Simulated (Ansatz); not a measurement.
The parent structure is ZnSe in the zinc blende structure (space group F-43m, No. 216; a = 5.665 Å). Axes: x, y, z lie along the cube axes.

It is then changed as follows: a pure shear with ε_xy = ε_yx = -0.0247; the atoms relax in the strained cell.

Levels (all Ansatz, a program for electronic structure, PAW): r2SCAN (500 eV, no SOC); HSE06+SOC (420 eV, with spin-orbit coupling).

The geometry is relaxed with r2SCAN.

```
Item                                         Result
----------------------------  ---------------------
r2SCAN band gap                             1.69 eV
r2SCAN valence-band top at Γ  0.00, -0.17, -0.29 eV
```

**Question.** How does going to HSE06+SOC change the band gap and valence-band top at Γ?

**Answer.** The band gap goes up by 0.455 eV (1.69 eV → 2.14 eV); the valence-band top at Γ (three highest Kramers pairs, from the VBM) goes from 0.00, -0.17, -0.29 eV to 0.00, -0.19, -0.57 eV.

Single points use the geometry relaxed with r2SCAN. The spin-orbit shifts are approximate. Stability against distortions was not tested.
